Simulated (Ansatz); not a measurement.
Base system: CdAs₂ (space group I4_122, No. 98; a = 7.951 Å, c = 4.665 Å; a cell from a computed database, its experimental status unchecked). Axes: x, y, z lie along a, b, c of the conventional cell.

Calculations: PBEsol (Ansatz, a quantum-chemistry and plane-wave program, PAW, without spin-orbit coupling).

For the base:

The shortest interatomic distance is 4.625 bohr.

It is then changed as follows: the symmetric strain tensor [0.0183 0.0145 -0.0058; 0.0145 0.0083 -0.0013; -0.0058 -0.0013 -0.0014]; the atoms relax in the strained cell.

How does this affect the stress?

The stress (xx, yy, zz, yz, xz, xy; compression positive) is (-1.11, -0.97, -0.74, 0.06, 0.34, -0.86) GPa.

What does the calculation give for the shortest interatomic distance after the change?

The shortest interatomic distance hardly moves (4.625 bohr against 4.623 bohr).

What does the calculation give for the energy relative to the base after the change?

The energy rises by 4.4 meV/atom.

Predict the new largest internal atomic displacement.

The largest internal atomic displacement is 0.038 Å.

No phonon test of stability was made.
